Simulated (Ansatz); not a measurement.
Start from W$_{3}$N$_{4}$ (space group Pm-3m, No. 221).

W₃N₄ is taken in the cubic space group Pm-3m (No. 221), Pearson symbol cP7. Cell: a = b = c = 4.1792 Å, α = β = γ = 90.00°. N1 on 1b has 6 W at 2.090 Å (octahedral). N2 on 3d is coordinated by 4 W at 2.090 Å (square planar). W on 3c has 6 N at 2.090 Å (octahedral). (Neighbours: up to the widest gap in distance over summed covalent radii, below 1.35, at either atom; cation-cation and far metal-metal contacts left out.)

Levels (all Ansatz, an electronic-structure program, PAW): PBEsol (420 eV, without spin-orbit coupling); r2SCAN (500 eV, no spin-orbit coupling).

The geometry is relaxed with PBEsol.

| Property | Result |
|---|---|
| PBEsol pressure | 0.0 GPa |

With r2SCAN at the same geometry, the pressure goes from zero to 4.2 GPa.

Single points use the geometry relaxed with PBEsol. Their cutoffs differ, which shifts pressures a little. No phonon test of stability was made. The final runs are not spin-polarised.
